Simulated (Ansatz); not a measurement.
Consider W in the bcc (W type) structure (space group Im-3m, No. 229; a = 3.1693 Å).

Method: r2SCAN (Ansatz, a program for electronic structure), no spin-orbit coupling.

One change was made to it. Results:

The shortest interatomic distance drops by 0.011 bohr, from 5.187 bohr to 5.176 bohr; the density goes up by 0.12 g/cm³ (19.18 g/cm³ → 19.30 g/cm³).

Question: What was done to the base?
A) pressure 9 GPa
B) pressure 22.5 GPa
C) pressure 4.5 GPa
D) pressure −2 GPa
E) pressure 2.1 GPa

Answer: E, pressure 2.1 GPa. For comparison, the density in the other runs: pressure 22.5 GPa gives 20.41 g/cm³; pressure −2 GPa gives 19.06 g/cm³; pressure 9 GPa gives 19.70 g/cm³; pressure 4.5 GPa gives 19.45 g/cm³.

Load acts through the strain it causes; cell and atoms are relaxed under it. No phonon test of stability was made. No other phases were tried under pressure. All final runs are without spin polarisation.
